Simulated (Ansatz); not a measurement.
Abridged Ansatz (a quantum-chemistry and plane-wave program) output:

```
Relaxation: its limit of steps is 50 (relax.max_steps)
Pseudopotential: Zr, paw, valence charge 12
Crystal: 2 atoms, lattice volume = 49.165 Å³
Basis set: ecut = 500 eV, 1243 PW (Γ), exchange–correlation on 100×100×160 points (64 copies of the dense FFT grid, shifted against one another)
Bands: 16, of which v1, the nominal top of the filled ones, is band 12 counted from 1 (11 counted from 0)
Symmetry: 24 space group operations
k-points: 264 of 4400
Functional: x = r2scan, c = r2scan; τ floored in thin density (d = 2e-4 eV/Å³)
SCF iter   1: F=—  HF=-8389.998955 eV  |F-HF|=—  |Δ(HF+E_count)|=         —  Δρ=7.26e-3  dr2=2.05e-2  dr2_τ=8.56e-3  ethr=1.77e-3  ⟨swp⟩=4.9  Hψ=17988  notcnv=0
SCF iter   2: F=—  HF=-8390.045900 eV  |F-HF|=—  |Δ(HF+E_count)|=   4.69e-2  Δρ=4.78e-3  dr2=8.82e-3  dr2_τ=4.14e-4  ethr=8.55e-5  ⟨swp⟩=2.0  Hψ=10544  notcnv=0
SCF 1 converged in 8 iterations: F = -8390.046752 eV  dr2 = 2.78e-11
relax step   1: F+E_penalty+E_count = -8390.04675207 eV  Δ(F+E_penalty+E_count) = +0.000e0 eV  max|allowed force component| = 4.626e-17 eV/Å  Δτ_max = 0.0000 Å  (8 SCF iters, accepted)
Crystal: 2 atoms, lattice volume = 49.165 Å³
SCF iter   1: F=—  HF=-8390.046752 eV  |F-HF|=—  |Δ(HF+E_count)|=         —  Δρ=3.00e-7  dr2=2.78e-11  dr2_τ=4.32e-12  ethr=1.00e-12  ⟨swp⟩=1.1  Hψ=23728  notcnv=0
SCF iter   2: F=-8390.046752 eV  HF=-8390.046752 eV  |F-HF|=7.28e-12  |Δ(HF+E_count)|=  2.36e-11  Δρ=1.94e-7  dr2=1.23e-11  dr2_τ=7.33e-13  ethr=1.00e-12  ⟨swp⟩=3.0  Hψ=11667  notcnv=0
SCF 2 converged in 2 iterations: F = -8390.046752 eV  dr2 = 1.23e-11
SCF converged after 2 iterations
Free energy (F): -8390.046752 eV
Internal energy: -8389.985392 eV  (E = F + TS)
E sigma→0 (E₀):  -8390.016072 eV
Entropy (-TS):   -0.061361 eV (-30.680 meV/atom)
Fermi energy:    13.171536 eV
--- Forces (eV/Å), atoms counted from 1 ---
  atom   1  Zr     0.00000000     0.00000000     0.00000000
  atom   2  Zr     0.00000000    -0.00000000     0.00000000
--- Stress (GPa, compression-positive) ---
       -3.879185       0.000000       0.000000
       -0.000000      -3.879185       0.000000
        0.000000       0.000000      -4.050587
  P = ⅓ Tr σ = -3.9363 GPa (-39.363 kbar)
--- Relaxed structure (1 steps of the walk, 1 accepted, 0 SCFs on fresh bases) ---
  atoms:
    - { symbol: Zr, position: [0.6666666666666667, 0.3333333333333333, 0.7499999999999999] }
    - { symbol: Zr, position: [0.3333333333333333, 0.6666666666666666, 0.24999999999999994] }
```

### Question
What was computed, and what are the main results?

### Answer
Zr, 2 atoms in the cell, with r2SCAN (Ansatz, PAW, scalar-relativistic without spin-orbit coupling). The last SCF converged to F = -8390.046752 eV, or -4195.0234 eV per atom, at a pressure of -3.94 GPa. The total energy compares only with runs of the same code, potentials and settings.

The cells carry an imposed strain or load. No phonon test of stability was made. The final runs are not spin-polarised. The cell was made from Zr in the hcp (Mg type) structure (space group P6_3/mmc, No. 194) by this change: isotropic strain +1.50 %.

Keys are those of Ansatz 0.2.
